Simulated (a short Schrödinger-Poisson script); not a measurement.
Stack: symmetric double-gate stack, SiO2 on p-type Si(100), at 77 K.

```
layer  material  thickness (nm)  Na (cm⁻³)
-----  --------  --------------  ---------
1          SiO2               3          -
2            Si               5       4e17
3          SiO2               3          -
```

Constants are typed, rounded textbook-type inputs, not results; the design itself was drawn at random and stands for no fabricated device. SiO2: permittivity 3.9, conduction-band edge (eV) 3.15, gap (eV) 9, electron mass (mₑ) 0.5. Si: permittivity 11.7, conduction-band edge (eV) 0, gap (eV) 1.124, Nv at 300 K (cm⁻³) 3.1e19.

Channel valleys (confinement mass, in-plane density-of-states mass, number): Δ2 0.916, 0.19, 2; Δ4 0.19, 0.417, 4. At the gates, both at one voltage, the conduction-band edge of layer 1 lies 3.15 eV − eVg above the Fermi level of the channel. Gaps are held at their typed values at every temperature. Mesh 0.03 nm at interfaces.

From a short Schrödinger-Poisson script (our own, NumPy): 1D Poisson equation in equilibrium, electrons quantum, Hartree (BenDaniel-Duke, 12 states a valley, the channel's in-plane mass for all, wave functions free to enter the dielectric), parabolic valleys, classical holes, full ionisation, no traps, pinning or gate leakage.

Problem. List the lowest subbands of each valley and their electrons at Vg = 1.5 V.

Solution. 
| valley | subband | energy from the Fermi level (meV) | electrons (cm⁻²) | share (%) |
|---|---|---|---|---|
| Δ2 | 0 | -49.2 | 7.81e12 | 42.9 |
| Δ2 | 1 | -30.3 | 4.83e12 | 26.5 |
| Δ2 | 2 | 50.8 | 5.02e8 | 0.0 |
| Δ4 | 0 | -5.6 | 5.58e12 | 30.6 |
| Δ4 | 1 | 134.8 | < 1e6 | 0.0 |
| Δ4 | 2 | 429.5 | < 1e6 | 0.0 |

All electrons: 1.82e13 cm⁻².
